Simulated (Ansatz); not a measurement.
GaN (model structure, started from the NiAs type, P6₃/mmc, No. 194, 4 atoms in the cell) was calculated with HSE06+SOC (Ansatz, an electronic-structure program, plane waves, PAW).

Run with plane-wave cutoff 460 eV, 9×9×6 k mesh (along the axes of the cell as run), Fermi–Dirac smearing 0.01 eV, PAW data made under PBE.

Cell (relaxed with PBEsol):

```
GaN
1.0
    2.96867     0.00000     0.00000
   -1.48434     2.57095     0.00000
    0.00000     0.00000     5.04063
Ga N
2 2
Direct
  0.00000   0.00000   0.00000
  0.00000   0.00000   0.50000
  0.33333   0.66667   0.25000
  0.66667   0.33333   0.75000
```

Q: What does this level give for the band gap and smallest direct gap on the k points sampled?

A: 
- band gap: 2.64 eV (indirect)
- smallest direct gap on the k points sampled: 3.02 eV

Note: the relaxation could raise the start's symmetry but not lower it, so the cell can be a saddle point; cell and atoms aren't relaxed at this level (pressure -2.0 GPa).

Static lattice: no zero-point or thermal effects.

A model structure was made by putting elements into a prototype or built by hand; it is no filed structure, need not be a known phase, and can be a saddle point held by its symmetry.
